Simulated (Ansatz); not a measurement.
# Response to strain in CsHS

Start from CsHS (space group I4/m, No. 87; a = 8.402 Å, c = 9.300 Å; a cell from a computed database, its experimental status unchecked). Axes: x, y, z lie along a, b, c of the conventional cell.

Strains are applied to the cell and any free atomic positions relax; under biaxial strain the out-of-plane vector relaxes too.

Levels (all Ansatz, a program for electronic structure, PAW): PBE (420 eV, scalar-relativistic without spin-orbit coupling); r2SCAN (500 eV, no spin-orbit coupling).

The base cell above is that of PBE; each level relaxes its own structures.

Notes on the quantities. energy relative to the base: free energy F.

```tsv
case	energy relative to the base, PBE	energy relative to the base, r2SCAN
biaxial strain −4.98 %, plane normal [001], relaxed out of plane	+13 meV/atom	+15 meV/atom
biaxial strain −1.03 %, plane normal [001], relaxed out of plane	+0.5 meV/atom	+0.6 meV/atom
isotropic strain −2.03 %	+4.3 meV/atom	+5.2 meV/atom
isotropic strain +0.77 %	+0.5 meV/atom	+0.7 meV/atom
uniaxial strain ε_yy = −4.43 %	+5.0 meV/atom	+5.5 meV/atom
uniaxial strain ε_yy = +1.08 %	+0.3 meV/atom	+0.3 meV/atom
tensor shear ε_xz = −3.06 %	+1.7 meV/atom	+2.8 meV/atom
tensor shear ε_xy = −1.48 %	+0.3 meV/atom	+0.5 meV/atom
```

The two levels differ by at most about 1.5 meV/atom. Near ties aside, they put the cases in the same order.

Stability against distortions was not tested.
